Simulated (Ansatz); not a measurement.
System: ScAlN2 (model structure, P3m1, No. 156, 4 atoms in the cell). Method: HSE06 in Ansatz (plane waves, PAW).

Run with plane-wave cutoff 460 eV, 9×9×6 k mesh (along the axes of the cell as run), Fermi–Dirac smearing 0.01 eV, scalar-relativistic PAW data made under PBE.

Cell (relaxed with PBEsol):

```
CELL_PARAMETERS angstrom
      3.32792     0.00000     0.00000
     -1.66396     2.88207     0.00000
      0.00000     0.00000     5.09979
ATOMIC_POSITIONS crystal
  Sc 0.33333 0.66667 0.98856
  N  0.33333 0.66667 0.40913
  Al 0.66667 0.33333 0.50160
  N  0.66667 0.33333 0.87071
```

Q: Predict the band gap and direct gap at Γ.

A: 
- band gap = 4.55 eV (on the SCF k mesh)
- direct gap at Γ = 4.74 eV

Note: the relaxation could raise the start's symmetry but not lower it, so the cell can be a saddle point; cell and atoms aren't relaxed at this level (largest force component 0.19 eV/Å, pressure 0.7 GPa).

Cost on a shared machine: around 5 core-minutes (rough).

A model structure was made by putting elements into a prototype or built by hand; it is no filed structure, need not be a known phase, and can be a saddle point held by its symmetry.

Ansatz is a program for electronic structure.
